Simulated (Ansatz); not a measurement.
# The (101) surface of tetragonal MoSi2 in its 1x1 cell (cut with top plane Si, bottom plane Si), outermost plane spacing 1.00 Å in the ideal cut

These are PBE (plane waves to 420 eV, PAW; Ansatz, a quantum-chemistry and plane-wave program) values and carry that method's errors.

Set-up: 12 atoms, Mo4Si8, 10.9 Å thick at the start; mesh 12x9x1; 0.1 eV smearing; dipole correction on; all atoms relaxed; held to the part of the start's symmetry that mesh and held atoms allow; no spin, no spin-orbit, no U.

```
Quantity                                                     Value
-----------------------------------  -----------------------------
surface energy (mean of both faces)                     2.19 J/m^2
surface energy before relaxation                         2.33 J/m²
work function of the top face                              4.98 eV
energy released by relaxation                              0.23 eV
cost                                 around 5 core-minutes (rough)
```
